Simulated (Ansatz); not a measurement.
## Step by step: formation energy of the neutral 2 N_i in Si (diamond, Fd-3m)

We look at the formation energy of the neutral 2 N_i in Si (diamond, Fd-3m). Reaction: 216 Si (diamond) + N2 (gas) → cell A.

A: a supercell of 216 sites of Si (diamond, Fd-3m) with two times N off the lattice sites (3 Si at 1.74–1.78 Å); the closest two of these centres are 2.5 Å apart; spin state with PBE: run without spin.

Ansatz (a quantum-chemistry and plane-wave program) with PAW potentials; structures come from PBE relaxations, nuclei static, no net charge. Ansatz runs with its default PAW set. Other levels take these structures. The lattices are those relaxed with PBE, so at other levels the solids can be strained, which adds to the spread. Larger cells are relaxed from a start prepared with the learned potential CHGNet till forces fall under 0.03 eV/Å, which some starts already meet. A dispersion term (D3(BJ), or D4 for r2SCAN) was computed beside these levels and is taken off wherever the name lacks it. Mesh and cell size may move defect energies by 0.1 eV or more. Cell A has symmetry C2/m within 0.02 Å and got no random move, so less symmetric positions, which may lie lower, weren't tried.

Total energies of the cells in eV, at zero smearing width. They compare only within one column; the weights balance every element.

| cell | atoms | weight | PBE | RPBE |
|---|---|---|---|---|
| A: Si:2 N_i | 218 | +1 | -138101.08547 | -138771.93151 |
| Si (diamond) | 216 | −1 | -137331.84105 | -137999.90702 |
| N2 (gas) | 2 | −1 | -768.02626 | -771.50821 |

PBE: (-138101.08547) − (-137331.84105) − (-768.02626) = -1.218 eV.

RPBE: (-138771.93151) − (-137999.90702) − (-771.50821) = -0.516 eV.
